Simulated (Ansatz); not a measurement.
**Do energy and pressure agree? Two volumes of CdSe (R3m, 2 atoms in the cell)**

```
CELL_PARAMETERS angstrom
      0.00000     3.04013     3.04013
      3.04013     0.00000     3.04013
      3.04013     3.04013     0.00000
ATOMIC_POSITIONS crystal
  Cd 0.00475 0.00475 0.00475
  Se 0.25000 0.25000 0.25000
```

Method: LDA (PW92), default PAW files made with PBE (plane waves; Ansatz, a program for electronic structure).

Settings: basis.ecutwfc = 1010 eV; kpoints.mp_grid.grid = 7 7 7; hamiltonian.xc = lda; hamiltonian.pseudopotentials = {kind: paw} (the program's default PAW files); scf.occupations.method = fermi_dirac; scf.occupations.width = 0.01 eV. This cutoff ends a ladder whose last two steps agree within 1 meV/atom.

The second cell is the first with its lattice scaled by 0.98, at the same fractional positions.

The starting cell has typed, rounded lattice constants, without a prior relaxation at this level. Its lattice was rescaled by up to half a per cent. One atom was moved a little off its site on purpose. Ansatz's pressure includes its estimate of the finite-basis (Pulay) stress.

| cell | volume (Å³/atom) | pressure (GPa) | F less the first cell's (meV/atom) |
|---|---|---|---|
| first | 28.0979 | -1.87 | 0.00 |
| second | 26.4456 | 1.57 | ? |

Question: Estimate the energy of the second cell from the pressures, and the bulk modulus between the two volumes.

Answer: With P = −dF/dV, the trapezoid gives ΔF ≈ −(P₁ + P₂)/2 · ΔV = −(-0.150 GPa) · (-1.6523 Å³) = -1.55 meV/atom (1 eV/Å³ = 160.22 GPa). The modulus at fixed fractional positions is B = −ΔP/Δln V = 57 GPa, a mean over the interval. P(V) is curved, so the trapezoid lies high by about |ΔV|³·B·(1 + B′)/(12·V̄²) = 0.90 meV/atom for an assumed B′ = 4, which leaves -2.45 meV/atom. The runs gave -2.55 meV/atom, a miss of 0.10 meV/atom. Cases were kept where this miss is small, so the page shows the method and is no test of it.

Left out of this page: 15 runs of the series outside the window shown, repeating another row's setting, or not comparable.

Keys are those of Ansatz 0.2.
